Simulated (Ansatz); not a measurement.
Here is the system:

```yaml
crystal:
  lattice:
    - [3.05500, 0.00000, 0.00000]
    - [-1.52750, 2.64571, 0.00000]
    - [0.00000, 0.00000, 10.00048]
  atoms:
    - { symbol: Si, position: [0.00000, 0.00000, 0.50033] }
    - { symbol: Si, position: [0.00000, 0.00000, 0.00033] }
    - { symbol: Si, position: [0.33333, 0.66667, 0.25023] }
    - { symbol: Si, position: [0.66667, 0.33333, 0.75023] }
    - { symbol: C, position: [0.00000, 0.00000, 0.31286] }
    - { symbol: C, position: [0.00000, 0.00000, 0.81286] }
    - { symbol: C, position: [0.33333, 0.66667, 0.06221] }
    - { symbol: C, position: [0.66667, 0.33333, 0.56221] }
```

No spin polarisation.

Level of theory: PBEsol in Ansatz (plane waves to 420 eV, PAW, scalar-relativistic without spin-orbit coupling). k-mesh 12×12×4 (Γ-centred); smearing 0.05 eV (Fermi–Dirac).

Problem. Predict the band gap and smallest direct gap.

Solution. Band gap: 2.12 eV
Smallest direct gap: 3.25 eV

The cells carry an imposed strain or load. Stability against distortions was not tested. The cell was made from SiC (space group P6_3mc, No. 186) by this change: isotropic strain −0.75 %.

Ansatz is a program for electronic structure.
